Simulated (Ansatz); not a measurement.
Functionals compared on the (310) surface of fcc Ca in its 1x1 cell, outermost plane spacing 0.87 Å in the ideal cut, in Ansatz (plane waves, PAW). The structure was relaxed with PBE; the other rows are single points on it, each with its references at the same level. Cutoff 420 eV (500 eV for r2SCAN).

Slab: 13 atoms, 10.5 Å thick at the start (thin: gaps and levels are the slab's own); k 7x5x1, smearing 0.1 eV, dipole-corrected; all atoms relaxed; symmetry of the start imposed; no spin, no spin-orbit, no U. These notes are the PBE run's.

```
functional  surface energy (J/m²)  work function of the top face (eV)          rough cost of the single point
----------  ---------------------  ----------------------------------  --------------------------------------
PBE                          0.53                                2.73                                       –
LDA                          0.59                                2.85  about 90 core-seconds (a rough figure)
PBEsol                       0.58                                2.76                 roughly 90 core-seconds
RPBE                          ___                                 ___                 roughly 70 core-seconds
r2SCAN                       0.58                                2.74           very roughly 2.7 core-minutes
```

Task: Fill in the missing entries.

Result: 
- RPBE, surface energy (J/m²): 0.49
- RPBE, work function of the top face (eV): 2.65

Ansatz is a program for electronic structure.
